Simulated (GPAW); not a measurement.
A self-consistent single point of Ca₃SiO (Imma, 10 atoms in the cell) with GPAW

Method: LDA (Perdew-Wang 92), GPAW PAW datasets LDA (gpaw-data 1.0.1) (plane waves; GPAW).

The input file:

```python
from ase import Atoms
from ase.units import GPa
from gpaw import GPAW, PW

atoms = Atoms(['Ca', 'Ca', 'Ca', 'Ca', 'Ca', 'Ca', 'Si', 'Si', 'O', 'O'],
              cell=[[-3.325175, 4.704880, 3.334770],
                    [3.325175, -4.704880, 3.334770],
                    [3.325175, 4.704880, -3.334770]],
              scaled_positions=[[0.716070, 0.466070, 0.250000],
                                [0.283930, 0.533930, 0.750000],
                                [0.767320, 0.000000, 0.267320],
                                [0.232680, 0.000000, 0.732680],
                                [0.232680, 0.500000, 0.232680],
                                [0.767320, 0.500000, 0.767320],
                                [0.751140, 0.001140, 0.750000],
                                [0.248860, 0.998860, 0.250000],
                                [0.000000, 0.500000, 0.500000],
                                [0.500000, 0.500000, 0.000000]],
              pbc=True)

calc = GPAW(mode=PW(950),
            xc='LDA',
            kpts=(3, 3, 3),
            occupations={'name': 'methfessel-paxton', 'width': 0.136, 'order': 0},
            nbands=-8,
            convergence={'density': 1e-05, 'bands': -6},
            symmetry={'symmorphic': False, 'tolerance': 0.0005},
            maxiter=100)

atoms.calc = calc

energy = atoms.get_potential_energy()
print('Energy (eV):', round(energy, 6))
forces = atoms.get_forces()
print('Forces (eV/Ang):')
print(forces.round(5))
stress = atoms.get_stress()
print('Stress (GPa, Voigt):', (stress / GPa).round(4))
```

The program printed (abridged):

```
Input parameters:
  convergence: {bands: -6,
                density: 1e-05}
  kpts: [3 3 3]
  maxiter: 100
  mode: {ecut: 950.0,
         name: pw}
  nbands: -8
  occupations: {name: methfessel-paxton,
                order: 0,
                width: 0.136}
  symmetry: {symmorphic: False,
             tolerance: 0.0005}

species:
  Ca:
    name: Calcium
    Z: 20.0
    valence: 10
    core: 10
    charge: 0.0
    file: Ca.LDA.gz

    # Using partial waves for Ca as LCAO basis

  Si:
    name: Silicon
    Z: 14.0
    valence: 4
    core: 10
    charge: 0.0
    file: Si.LDA.gz

    # Using partial waves for Si as LCAO basis

  O:
    name: Oxygen
    Z: 8.0
    valence: 6
    core: 2
    charge: 0.0
    file: O.LDA.gz

    # Using partial waves for O as LCAO basis

Reference energy: -130571.719629  # eV

Spin-paired calculation

Convergence criteria:
 Maximum [total energy] change in last 3 cyles: 0.0005 eV / valence electron
 Maximum integral of absolute [dens]ity change: 1e-05 electrons / valence electron
 Maximum integral of absolute [eigenst]ate change: 4e-08 eV^2 / valence electron
 Maximum number of scf [iter]ations: 100

Symmetries present (total): 8
Symmetries with fractional translations: 4
27 k-points: 3 x 3 x 3 Monkhorst-Pack grid
8 k-points in the irreducible part of the Brillouin zone
       k-points in crystal coordinates                weights
   0:     0.00000000    0.00000000    0.00000000          1/27
   1:     0.33333333   -0.33333333   -0.33333333          2/27
   2:     0.33333333   -0.33333333    0.00000000          4/27
   3:     0.33333333   -0.33333333    0.33333333          2/27
   4:     0.33333333    0.00000000   -0.33333333          4/27
   5:     0.33333333    0.00000000    0.00000000          4/27
   6:     0.33333333    0.33333333   -0.33333333          2/27
   7:     0.33333333    0.33333333    0.33333333          8/27

Wave functions: Plane wave expansion
  Cutoff energy: 950.000 eV
  Number of coefficients (min, max): 13819, 13899
  Pulay-stress correction: 0.000000 eV/Ang^3 (de/decut=0.000000)

Occupation numbers: Methfessel-Paxton:
  width: 0.1360  # eV
  order: 0

Eigensolver

Densities:
  Coarse grid: 48*48*48 grid
  Fine grid: 96*96*96 grid
  Total Charge: 0.000000

Density mixing:
  Method: separate
  Backend: pulay
  Linear mixing parameter: 0.05
  old densities: 5
  Damping of long wavelength oscillations: 50

Hamiltonian:
  XC and Coulomb potentials evaluated on a 96*96*96 grid
  External potential:
    NoExternalPotential

Number of atoms: 10
Number of atomic orbitals: 46
Number of bands in calculation: 48
Number of valence electrons: 80
Bands to converge: 42

Density initialized from atomic densities
  46 bands from LCAO basis set
  2 bands from random numbers

Atomic positions and initial magnetic moments

Positions:
   0 Ca    -0.000000    2.352440    3.108473    ( 0.0000,  0.0000,  0.0000)
   1 Ca     3.325175    2.352440    0.226297    ( 0.0000,  0.0000,  0.0000)
   2 Ca    -1.662588    4.867857    1.667385    ( 0.0000,  0.0000,  0.0000)
   3 Ca     1.662588    4.541903   -1.667385    ( 0.0000,  0.0000,  0.0000)
   4 Ca     1.662588   -0.162977    1.667385    ( 0.0000,  0.0000,  0.0000)
   5 Ca     1.662588    4.867857    1.667385    ( 0.0000,  0.0000,  0.0000)
   6 Si    -0.000000    7.057320    0.007603    ( 0.0000,  0.0000,  0.0000)
   7 Si     3.325175   -2.352440    3.327167    ( 0.0000,  0.0000,  0.0000)
   8 O      3.325175    0.000000    0.000000    ( 0.0000,  0.0000,  0.0000)
   9 O      0.000000    0.000000    3.334770    ( 0.0000,  0.0000,  0.0000)

Unit cell:
           periodic     x           y           z      points  spacing
  1. axis:    yes   -3.325175    4.704880    3.334770    48     0.1134
  2. axis:    yes    3.325175   -4.704880    3.334770    48     0.0981
  3. axis:    yes    3.325175    4.704880   -3.334770    48     0.1131

  Lengths:   6.656829   6.656829   6.656829
  Angles:  120.064384  90.053767 119.873633

Effective grid spacing dv^(1/3) = 0.1236

     iter     time        total  log10-change:
                         energy   eigst   dens
iter:   1 --:--:--   -55.579336   +0.61
iter:   2 --:--:--   -55.341208   -0.21  -1.07
iter:   3 --:--:--   -53.787903   -0.44  -1.15
iter:   4 --:--:--   -53.671358   -0.88  -1.33
iter:   5 --:--:--   -54.120011   -1.00  -1.42
iter:   6 --:--:--   -53.682307   -1.07  -1.59
iter:   7 --:--:--   -53.780852   -1.53  -2.27
iter:   8 --:--:--   -53.696111   -1.92  -1.98
iter:   9 --:--:--   -53.662593   -2.12  -2.19
iter:  10 --:--:--   -53.671213c  -2.40  -2.82
iter:  11 --:--:--   -53.666310c  -2.54  -2.53
iter:  12 --:--:--   -53.664885c  -2.53  -2.62
iter:  13 --:--:--   -53.661210c  -2.96  -2.81
iter:  14 --:--:--   -53.661135c  -2.31  -3.44
iter:  15 --:--:--   -53.661176c  -2.57  -3.62
   [... 15 lines left out ...]
iter:  31 --:--:--   -53.661046c  -4.78  -4.64
iter:  32 --:--:--   -53.661045c  -5.02  -4.69
iter:  33 --:--:--   -53.661045c  -5.18  -4.71
iter:  34 --:--:--   -53.661046c  -5.48  -4.92
iter:  35 --:--:--   -53.661045c  -5.69  -4.96
iter:  36 --:--:--   -53.661046c  -5.90  -5.01c
iter:  37 --:--:--   -53.661045c  -6.12  -5.04c
iter:  38 --:--:--   -53.661046c  -6.20  -5.15c
iter:  39 --:--:--   -53.661046c  -6.43  -5.12c
iter:  40 --:--:--   -53.661046c  -6.64  -5.22c
iter:  41 --:--:--   -53.661045c  -6.78  -5.25c
iter:  42 --:--:--   -53.661045c  -7.09  -5.29c
iter:  43 --:--:--   -53.661045c  -7.16  -5.35c
iter:  44 --:--:--   -53.661045c  -7.40c -5.50c

Converged after 44 iterations.

Dipole moment: (0.000000, -0.000000, -0.000000) |e|*Ang

Energy contributions relative to reference atoms: (reference = -130571.719629)

Kinetic:        +33.509965
Potential:      -15.165399
External:        +0.000000
XC:             -68.605762
Entropy (-ST):   -0.013665
Local:           -3.393017
SIC:             +0.000000
--------------------------
Free energy:    -53.667878
Extrapolated:   -53.661045

Showing only first 2 kpts
 Kpt  Band  Eigenvalues  Occupancy
  0    38      5.94910    1.23216
  0    39      5.95919    1.15086
  0    40      5.95966    1.14700
  0    41      5.96444    1.10791

  1    38      4.89920    2.00000
  1    39      5.10226    2.00000
  1    40      7.33823    0.00000
  1    41      7.47466    0.00000

Fermi level: 5.97748

No gap
No difference between direct/indirect transitions
Energy (eV): -53.661045

Forces in eV/Ang:
  0 Ca    0.00000    0.00000   -0.01288
  1 Ca    0.00000    0.00000    0.01288
  2 Ca    0.00000    0.00644    0.00000
  3 Ca    0.00000   -0.00644    0.00000
  4 Ca   -0.00000   -0.00644    0.00000
  5 Ca    0.00000    0.00644   -0.00000
  6 Si    0.00000    0.00000   -0.00737
  7 Si    0.00000    0.00000    0.00737
  8 O     0.00000    0.00000    0.00000
  9 O     0.00000    0.00000    0.00000

Stress tensor:
     0.024067     0.000000     0.000000
     0.000000     0.024367     0.000000
     0.000000     0.000000     0.024431
Stress (GPa, Voigt): [3.856  3.9041 3.9143 0.     0.     0.    ]
```

The run converged in 44 iterations. GPAW prints stress with tension positive.

At such cutoffs GPAW's stress carries a finite-basis (Pulay) error, which enters relaxed cells too; its log prints stress with tension positive.

The starting cell comes from a database of computed structures (which also holds hypothetical and non-ambient phases and stackings), without a prior relaxation at this level. The run gives no clean gap (levels at the Fermi energy touch, overlap or are partly filled at this smearing), which alone does not show that the compound is a metal.

Cost on one core of a shared machine: roughly 6 min.
